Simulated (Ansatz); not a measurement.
TaSi2 (space group P6_222, No. 180)

Space group P6₂22 (No. 180); a = b = 4.776 Å, c = 6.563 Å, α = β = 90.00°, γ = 120.00°

```csv
atom,site,symmetry,x,y,z
Ta,3c,222,0.5000,0.0000,0.0000
Si,6i,..2,0.1584,0.3168,0.0000
```

Computed with r2SCAN/PAW in Ansatz (a first-principles code), no spin-orbit coupling. k-mesh 11×11×7 (Γ-centred); smearing 0.05 eV (Fermi–Dirac).

| Quantity | Result |
|---|---|
| Volume per atom | 14.40 Å³ |
| Density | 9.11 g/cm³ |
| Band gap | zero |
| Total energy | -3741.277 eV/atom (σ→0; compares only within this code and set-up) |

No phonon test of stability was made. All final runs are without spin polarisation. An odd electron count without spin: TaSi2.
